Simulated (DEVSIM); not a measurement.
## Si p-i-n diode

Device: Si p-i-n diode, at 300 K.

| layer (left to right) | material | thickness (μm) | Nd (cm⁻³) | Na (cm⁻³) | τn (s) | τp (s) |
|---|---|---|---|---|---|---|
| 1 | Si | 0.690 | - | 6.2e18 | 2.8e-6 | 2.8e-6 |
| 2 | Si | 1.10 | 1.3e11 | - | 2.8e-6 | 2.8e-6 |
| 3 | Si | 0.560 | 4.6e17 | - | 2.8e-6 | 2.8e-6 |

Left contact: ohmic. Right contact: ohmic. Voltage is applied to the left contact. Recombination: SRH at mid-gap, Auger. Gap narrowing is on: ΔEg = 6.92 meV × (l + √(l² + 0.5)), l = ln(N/1.3e17 cm⁻³), shared equally by both band edges. Mobility is constant in doping.

The device is made up for the run: typed textbook-type constants, with dimensions and the other settings drawn at random. Values at 300 K.

```
parameter           Si
-------------  -------
gap (eV)         1.124
affinity (eV)     4.05
permittivity      11.7
Nc (cm⁻³)      2.86e19
Nv (cm⁻³)       3.1e19
μn (cm²/Vs)       1417
μp (cm²/Vs)        470
Cn (cm⁶/s)     2.8e-31
Cp (cm⁶/s)     9.9e-32
```

DEVSIM, 1D drift-diffusion, Boltzmann statistics, complete ionisation; no tunnelling, impact ionisation, image-force lowering or self-heating.

```yaml
potential_step_across_the_device_at_zero_bias: 0.939 V
Dark forward voltage at 1 A/cm²: 0.626 V
Dark forward voltage at 100 A/cm²: 0.748 V
```

Dark reverse current:

```csv
V (V),J (A/cm²)
-0.40,-1.3e-8
-1.00,-1.9e-8
-2.00,-2.4e-8
-3.00,-2.7e-8
-4.00,-2.8e-8
-6.00,-3.0e-8
-8.00,-3.1e-8
-10.00,-3.2e-8
-13.00,-3.2e-8
-16.00,-3.3e-8
-20.00,-3.3e-8
```

Dark forward current:

(V (V), J (A/cm²)): (0.05, 7.6e-9); (0.10, 2.9e-8); (0.15, 9.6e-8); (0.25, 1.3e-6); (0.30, 5.8e-6); (0.35, 3.1e-5); (0.40, 0.00019); (0.50, 0.0080); (0.55, 0.054); (0.60, 0.37); (0.65, 2.5); (0.75, 110); (0.80, 650); (0.85, 3300)
